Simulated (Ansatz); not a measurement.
# CdTe: pressure 4.5 GPa

Take CdTe in the zinc blende structure (space group F-43m, No. 216; a = 6.489 Å) as the base.

Perturbation: a hydrostatic pressure of 4.5 GPa.

The values are results of PBEsol, PAW, 420 eV (Ansatz, an electronic-structure program; no spin-orbit coupling), not measurements. Γ-centred 9×9×9 mesh, Fermi–Dirac width 0.05 eV.

The volume per atom drops by 2.88 Å³ to 31.27 Å³ and the density rises by 0.538 g/cm³ (5.84 g/cm³ → 6.37 g/cm³). The shortest interatomic distance drops by 0.0813 Å (2.810 Å → 2.728 Å) and the enthalpy H = E + PV relative to the base's energy comes out as +0.92 eV/atom. The band gap increases by 0.26 eV (0.65 eV → 0.91 eV) and the gap character is still direct at Γ. The mean gap deformation potential ΔEg/Δln V amounts to -3.0 eV and the width of the top valence band rises by 0.40 eV (2.21 eV → 2.61 eV). The electron mass goes from 0.055 mₑ (at Γ) to 0.070 mₑ (at Γ) and the hole mass (degenerate bands, along [100]) changes from 0.056, 0.51, 0.51 mₑ (at Γ) to 0.071, 0.44, 0.44 mₑ (at Γ). The valley order (the lowest conduction-band minima on the path, energy above the VBM, named in the base's zone) becomes Γ 0.91 eV; L along ⟨111⟩ 1.81 eV; X along ⟨100⟩ 2.30 eV (base: Γ 0.65 eV; L along ⟨111⟩ 1.74 eV).

Cost of the whole job for the changed cell (relaxation, final SCF and bands): around 24 core-seconds (rough).

With Te present, leaving out spin-orbit coupling can change the band edges. Load acts through the strain it causes; cell and atoms are relaxed under it. Masses are band curvatures over ±0.01 Å⁻¹ around the edge. Whether these cells are dynamically stable was not tested. Measured, CdTe leaves this structure (for cinnabar) near 3.53 GPa (temperature not stated; as listed in Datta, Sujoy, Jana, Debnarayan, arXiv (2020)), on rising pressure, with hysteresis.
